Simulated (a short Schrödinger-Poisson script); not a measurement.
Gated In0.52Al0.48As/In0.53Ga0.47As δ-doped gas in a quantum well

Stack: gated In0.52Al0.48As/In0.53Ga0.47As δ-doped gas in a quantum well, at 77 K.

| layer | material | thickness (nm) | Na (cm⁻³) |
|---|---|---|---|
| 1 | In0.52Al0.48As | 20 | - |
| 2 | In0.52Al0.48As | 10 | - |
| 3 | In0.53Ga0.47As | 20 | - |
| 4 | In0.52Al0.48As | 4000 | 5e14 |

Constants are typed, rounded textbook-type inputs, not results; the design itself was drawn at random and stands for no fabricated device. In0.52Al0.48As: permittivity 12.5, conduction-band edge (eV) 0.52, gap (eV) 1.45, electron mass (mₑ) 0.075, Nv at 300 K (cm⁻³) 1.1e19. In0.53Ga0.47As: permittivity 13.9, conduction-band edge (eV) 0, gap (eV) 0.74, Nv at 300 K (cm⁻³) 7.7e18.

Channel valleys (confinement mass, in-plane density-of-states mass, number): Γ 0.041, 0.041, 1. At the gate the conduction-band edge of layer 1 lies 0.65 eV − eVg above the Fermi level of the channel; the field vanishes at the back. Sheet of ionised δ-doping: +1.5e12 e/cm² at 20 nm from the gate. The barrier under the gate holds no holes. Gaps are held at their typed values at every temperature. Mesh 0.08 nm at interfaces.

Solved with a short Schrödinger-Poisson script written for these runs: 1D Poisson equation in equilibrium, electrons quantum, Hartree plus LDA exchange-correlation (BenDaniel-Duke, 40 states a valley, the channel's in-plane mass for all, wave functions free to enter the barrier), parabolic valleys, classical holes, full ionisation, no traps, pinning or gate leakage.

| Vg (V) | electrons (cm⁻²) | in the channel layer | C (μF/cm²) | Γ E0 (meV) | Γ E1 (meV) |
|---|---|---|---|---|---|
| 0.4 | 1.20e12 | 1.18e12 | 0.310 | -62.9 | -4.2 |
| 0.35 | 1.10e12 | 1.09e12 | 0.309 | -59.0 | -1.4 |
| 0.3 | 1.01e12 | 9.92e11 | 0.307 | -54.8 | 1.5 |
| 0.25 | 9.10e11 | 8.99e11 | 0.305 | -50.5 | 4.8 |
| 0.2 | 8.16e11 | 8.07e11 | 0.302 | -46.0 | 8.5 |
| 0.15 | 7.22e11 | 7.15e11 | 0.299 | -41.2 | 12.4 |
| 0.1 | 6.29e11 | 6.23e11 | 0.297 | -36.2 | 16.8 |
| 0.05 | 5.37e11 | 5.32e11 | 0.294 | -31.0 | 21.3 |
| 0 | 4.46e11 | 4.42e11 | 0.292 | -25.7 | 26.0 |
| -0.05 | 3.55e11 | 3.53e11 | 0.289 | -20.4 | 31.0 |
| -0.1 | 2.65e11 | 2.64e11 | 0.286 | -14.8 | 36.2 |
| -0.15 | 1.77e11 | 1.76e11 | 0.280 | -8.8 | 41.9 |
| -0.2 | 9.20e10 | 9.15e10 | 0.265 | -1.5 | 49.0 |
| -0.25 | 1.78e10 | 1.78e10 | 0.186 | 11.8 | 62.1 |
| -0.3 | 3.35e7 | 3.33e7 | 0.00796 | 53.9 | 104.0 |

Gate voltages with under 1e6 electrons/cm² are left out.

Subbands count from the Fermi level.
